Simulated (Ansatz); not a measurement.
**Hypothetical rock salt PdGe: x(Sn) = 0.75, 8 atoms, I4/mmm**

Start from PdGe in the rock salt structure (space group Fm-3m, No. 225; a = 5.166 Å; a hypothetical phase, not in the database extracts checked).

The other end (x = 1) is SnPd in the rock salt structure (space group Fm-3m, No. 225; a hypothetical phase, not in the database extracts checked): 20.70 Å³/atom, gap zero; this end may not be an ambient phase.

Modification: a fraction x = 0.75 of the Ge sites is given to Sn, ordered in a cell of 8 atoms (starting symmetry I4/mmm) and fully relaxed.

All numbers come from r2SCAN (Ansatz, a quantum-chemistry and plane-wave program, PAW, no SOC). k-mesh 12×12×12 (Γ-centred); smearing 0.05 eV (Fermi–Dirac), for the changed cell.

The band gap remains zero and the mixing energy comes out as +0.01 eV/atom (to 0.01 eV only: unlike meshes or grids) (against an end that may be hypothetical). The mean first-shell distances is Ge–Pd 2.630 Å (end compound 2.583 Å), Sn–Pd 2.745 Å (end compound 2.746 Å).

Cost of the whole job for the changed cell (relaxation, final SCF and bands): roughly 30 core-minutes.

Each cell is one ordered arrangement of few atoms, which overstates ordering effects compared with a random alloy. No phonon test of stability was made. The final runs are not spin-polarised.
